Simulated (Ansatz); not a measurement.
Functionals compared on a constructed model of the (100) surface of fcc Cu, a pseudomorphic layer of In in the host's stacking (bottom of the slab: a bare face, its two planes held), in Ansatz (plane waves, PAW). The structure was relaxed with PBE; the other rows are single points on it. Cutoff 420 eV (500 eV for r2SCAN).

Slab: 7 atoms, 11.3 Å thick at the start; k 15x15x1, smearing 0.1 eV, dipole-corrected; 2 atoms held, the rest relaxed; symmetry of the start imposed; no spin, no spin-orbit, no U. It is one candidate, not shown to be the stable structure of the face. These notes are the PBE run's.

| functional | work function of the top face (eV) | rough cost of the single point |
|---|---|---|
| PBE | 3.91 | – |
| RPBE | 3.78 | around 110 core-seconds (rough) |
| r2SCAN | ? | roughly 2.5 core-minutes |

Question: Some entries are withheld; supply them.

Answer: 
- r2SCAN, work function of the top face (eV): 4.00

Ansatz is a quantum-chemistry and plane-wave program.
